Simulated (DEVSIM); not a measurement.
Device: Au/SiO2/p-Ge capacitor, at 300 K.

Layer 1 from the left is SiO2, thickness (nm) 0.480. Layer 2 from the left is Ge, thickness (nm) 6600, Na (cm⁻³) 8.2e15.

Metal gate on the left, work function 5.1 eV. Fixed charge at the semiconductor interface -6.8e10 cm⁻² (in units of +e); no interface traps.

The device is made up for the run: typed textbook-type constants, with dimensions and the other settings drawn at random. Values at 300 K.

SiO2: gap (eV) 9, affinity (eV) 0.9, permittivity 3.9. Ge: gap (eV) 0.664, affinity (eV) 4, permittivity 16, Nc (cm⁻³) 1.04e19, Nv (cm⁻³) 6e18.

Simulated with DEVSIM: 1D Poisson equation in equilibrium, Boltzmann statistics, complete ionisation; no quantum confinement or tunnelling. Metal contacts follow the ideal Schottky-Mott rule: no Fermi-level pinning, no interface dipoles.

**Question.** What does the simulation give for the minimum of the low-frequency capacitance, the threshold voltage (band bending 2φF), the flat-band voltage?

**Answer.** minimum of the low-frequency capacitance 0.0696 μF/cm²; threshold voltage (band bending 2φF) 0.92 V; flat-band voltage 0.61 V.
